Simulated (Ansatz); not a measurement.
Crystal: BN (F-43m, zinc blende, 2 atoms a cell, 6.0 Å³ an atom, -5 GPa at this level); both levels run on this one cell.

Complex bands along the normal of (111) by Ansatz (plane waves, PAW, no spin-orbit coupling). r2SCAN gives a gap of 4.99 eV and a slowest mid-gap decay of 0.340 1/Å.

Task: What does PBE give on the same cell, and what does that do to the current through 2 nm?

Result: Gap 4.46 eV, κ = 0.331 1/Å. The mid-gap transmission through 2 nm changes by exp(2 × 20 × (0.340 − 0.331)) = a factor of 1.4 against r2SCAN.

Ansatz is a quantum-chemistry and plane-wave program.
